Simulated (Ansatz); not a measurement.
Base system: CdSe in the zinc blende structure (space group F-43m, No. 216; a = 6.082 Å).

Level of theory: PBEsol (Ansatz, an electronic-structure program, PAW, no SOC).

Carriers are added at fixed cell with a uniform background; the Fermi–Dirac width is that of 300 K.

One change was made to it. Results:

```json
[
 {"quantity": "gap between the host's bands", "base": "0.48 eV", "after": "0.68 eV"},
 {"quantity": "Fermi level relative to the doped band's edge (positive inside the band; to 0.05 eV)", "base": "–", "after": "+0.45 eV"},
 {"quantity": "gap character", "base": "direct at Γ", "after": "direct at Γ"}
]
```

**Question.** Name the change that was made.
A. electrons 1.5×10^21 cm⁻³
B. holes 5.0×10^20 cm⁻³
C. electrons 5.0×10^21 cm⁻³
D. electrons 5.0×10^20 cm⁻³
E. holes 5.0×10^21 cm⁻³

**Answer.** E, holes 5.0×10^21 cm⁻³. For comparison, the Fermi level from band edge in the other runs: holes 5.0×10^20 cm⁻³ gives +0.10 eV; electrons 1.5×10^21 cm⁻³ gives +1.70 eV; electrons 5.0×10^21 cm⁻³ gives +2.20 eV; electrons 5.0×10^20 cm⁻³ gives +1.25 eV.

Carriers are added with a uniform compensating background; total energy and stress of such cells depend on the potential's zero and are not compared; many-body gap narrowing is missing at this level. No phonon test of stability was made.
